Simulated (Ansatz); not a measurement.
The parent structure is GaN in the wurtzite structure (space group P6_3mc, No. 186; a = 3.183 Å, c = 5.185 Å). Axes: x lies along a and z along c of the hexagonal cell.

Calculations: plane-wave PAW DFT at the PBEsol level (Ansatz, an electronic-structure program, 420 eV), spin-orbit coupling left out.

Perturbation: uniaxial strain ε_xx = +1.20 %, all other strain components held at zero, atoms relaxed at fixed cell.

Predict the stress tensor and what it implies for the stiffness.

Stress of the strained cell less that of the base (GPa, compression positive):
```
  -4.02    0.00    0.00
   0.00   -1.48    0.00
   0.00    0.00   -1.08
```

Then −Δσ_ii/ε with ε = 0.0120 gives relaxed-ion elastic constants: C11 ≈ 335 GPa, C12 ≈ 124 GPa and C13 ≈ 90 GPa.

Stability against distortions was not tested.
